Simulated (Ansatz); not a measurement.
Consider Tl in the hcp (Mg type) structure (space group P6_3/mmc, No. 194; a = 3.4761 Å, c = 5.4715 Å; relaxed with 0.1 eV smearing). Axes: x lies along a and z along c of the hexagonal cell.

All numbers come from PBEsol, PAW, 420 eV (Ansatz, an electronic-structure program; no spin-orbit coupling).

Base values:

- Shortest interatomic distance = 339.3 pm

Modification: tensor shear ε_xz = +1.71 % (engineering shear γ = 0.0342); the atoms relax in the strained cell.

Problem. Estimate the effect on the shortest interatomic distance, energy relative to the base and stress.

Solution. The shortest interatomic distance falls by 4.8 pm to 334.5 pm; the energy increases by 0.9 meV/atom; the stress (xx, yy, zz, yz, xz, xy; compression positive) is (0.0, 0.0, 0.0, 0.0, -0.3, 0.0) GPa.

Stability against distortions was not tested.
